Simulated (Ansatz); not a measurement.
The reference is C (space group Ia-3, No. 206; a hypothetical phase, not in the database extracts checked).

```xyz
8
Lattice="-2.2244 2.2244 2.2244 2.2244 -2.2244 2.2244 2.2244 2.2244 -2.2244" Properties=species:S:1:pos:R:3 pbc="T T T"
C      0.4195     0.4195     0.4195
C     -0.4195     1.8049     0.4195
C      0.4195    -0.4195     1.8049
C      1.8049     0.4195    -0.4195
C      1.8049     1.8049     1.8049
C      0.4195     2.6438    -0.4195
C     -0.4195     0.4195     2.6438
C      2.6438    -0.4195     0.4195
```

Levels (all Ansatz, a quantum-chemistry and plane-wave program, PAW): PBEsol (420 eV, without spin-orbit coupling); r2SCAN (500 eV, no spin-orbit coupling); HSE06 (420 eV, no SOC).

One geometry, relaxed with PBEsol, under each level:

| level | band gap | lowest conduction level above the VBM at special points | pressure |
|---|---|---|---|
| PBEsol | 2.30 eV | H 2.30 eV; N 3.92 eV; Γ 5.37 eV; P 6.23 eV | 0.00 GPa |
| r2SCAN | 2.56 eV | H 2.56 eV; N 4.25 eV; Γ 5.72 eV; P 6.62 eV | 4.40 GPa |
| HSE06 | ? | ? | – |

Question: Give the withheld HSE06 results.

Answer: 
- HSE06, band gap: 3.48 eV
- HSE06, lowest conduction level above the VBM at special points: H 3.48 eV; N 5.21 eV; Γ 6.79 eV

Single points use the geometry relaxed with PBEsol. Their cutoffs differ, which shifts pressures a little. The hybrid gap comes from the SCF mesh plus the semilocal run's edge points and a few special points and is an upper bound. Whether these cells are dynamically stable was not tested.
